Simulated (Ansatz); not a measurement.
Electronic density of states of amorphous Ti₂₀O₄₁Na₂, density 3.54 g/cm³, on a 2×2×2 Γ-centred mesh with a Gaussian width of 0.1 eV; energies count from the Fermi level, whose place inside the gap is arbitrary. Cell and mesh are small, so fine structure isn't converged. Computed with PBE, scalar-relativistic without spin-orbit coupling (plane waves to 420 eV, PAW; Ansatz, a quantum-chemistry and plane-wave program). Sampling: a 2×2×2 Γ-centred mesh; Fermi-Dirac width 0.02 eV; no spin polarisation. At PBE the levels at the filled edge of the gap are localised (band-tail or defect states), and the nearest spread-out levels lie 3.0 eV apart at the zone centre.

Preparation: random packing, a CHGNet melt and quench, and a DFT relaxation. O atoms were pushed apart under 1.9 Å during the dynamics, to hinder bonds among them. The hot cell started wider than the set density and was brought back towards it in steps. It is the lowest in DFT energy of 2 quenches. It is a model cell: composition and starting density were chosen by hand, and all elements were melted together. No dispersion term was used. Its density started from a set value of 3.54 and ended at 3.54 g/cm³. The quench (nominally 360 K/ps over its main leg) was far faster than any real one, so the model tends to hold more defects than a real film. One small periodic cell is one sample of the glass; other quenches scatter about these values. The volume was held where the preparation left it and the shape relaxed, at a PBE pressure of 0.8 GPa. Stress components on the final sampling reach 0.9 GPa.

(E - EF (eV), states/(eV atom)): (-12.00, 0.00); (-11.90, 0.00); (-11.80, 0.00); (-11.70, 0.00); (-11.60, 0.00); (-11.50, 0.00); (-11.40, 0.00); (-11.30, 0.00); (-11.20, 0.00); (-11.10, 0.00); (-11.00, 0.00); (-10.90, 0.00); (-10.80, 0.00); (-10.70, 0.00); (-10.60, 0.00); (-10.50, 0.00); (-10.40, 0.00); (-10.30, 0.00); (-10.20, 0.00); (-10.10, 0.00); (-10.00, 0.00); (-9.90, 0.00); (-9.80, 0.00); (-9.70, 0.00); (-9.60, 0.00); (-9.50, 0.00); (-9.40, 0.00); (-9.30, 0.00); (-9.20, 0.00); (-9.10, 0.00); (-9.00, 0.00); (-8.90, 0.00); (-8.80, 0.00); (-8.70, 0.00); (-8.60, 0.00); (-8.50, 0.00); (-8.40, 0.00); (-8.30, 0.00); (-8.20, 0.00); (-8.10, 0.00); (-8.00, 0.00); (-7.90, 0.00); (-7.80, 0.00); (-7.70, 0.00); (-7.60, 0.00); (-7.50, 0.00); (-7.40, 0.00); (-7.30, 0.00); (-7.20, 0.00); (-7.10, 0.00); (-7.00, 0.00); (-6.90, 0.00); (-6.80, 0.00); (-6.70, 0.00); (-6.60, 0.00); (-6.50, 0.00); (-6.40, 0.00); (-6.30, 0.05); (-6.20, 0.17); (-6.10, 0.24); (-6.00, 0.37); (-5.90, 0.40); (-5.80, 0.39); (-5.70, 0.52); (-5.60, 0.67); (-5.50, 0.76); (-5.40, 0.87); (-5.30, 0.99); (-5.20, 1.02); (-5.10, 1.08); (-5.00, 1.08); (-4.90, 0.99); (-4.80, 0.97); (-4.70, 1.02); (-4.60, 1.07); (-4.50, 1.09); (-4.40, 1.05); (-4.30, 1.02); (-4.20, 0.95); (-4.10, 0.90); (-4.00, 0.80); (-3.90, 0.78); (-3.80, 0.80); (-3.70, 0.77); (-3.60, 0.80); (-3.50, 0.84); (-3.40, 0.84); (-3.30, 0.87); (-3.20, 0.80); (-3.10, 0.79); (-3.00, 0.82); (-2.90, 0.87); (-2.80, 0.91); (-2.70, 0.92); (-2.60, 0.92); (-2.50, 0.89); (-2.40, 0.92); (-2.30, 1.00); (-2.20, 1.00); (-2.10, 0.93); (-2.00, 0.85); (-1.90, 0.80); (-1.80, 0.69); (-1.70, 0.50); (-1.60, 0.33); (-1.50, 0.34); (-1.40, 0.31); (-1.30, 0.20); (-1.20, 0.07); (-1.10, 0.01); (-1.00, 0.00); (-0.90, 0.00); (-0.80, 0.00); (-0.70, 0.00); (-0.60, 0.00); (-0.50, 0.00); (-0.40, 0.00); (-0.30, 0.00); (-0.20, 0.00); (-0.10, 0.00); (0.00, 0.00); (0.10, 0.00); (0.20, 0.00); (0.30, 0.00); (0.40, 0.00); (0.50, 0.00); (0.60, 0.00); (0.70, 0.00); (0.80, 0.00); (0.90, 0.00); (1.00, 0.00); (1.10, 0.01); (1.20, 0.11); (1.30, 0.38); (1.40, 0.52); (1.50, 0.58); (1.60, 0.75); (1.70, 0.82); (1.80, 0.87); (1.90, 0.95); (2.00, 1.01); (2.10, 0.99); (2.20, 0.99); (2.30, 1.00); (2.40, 0.95); (2.50, 0.92)

The level gap on this mesh is 2.54 eV; the broadening fills part of it in the curve.
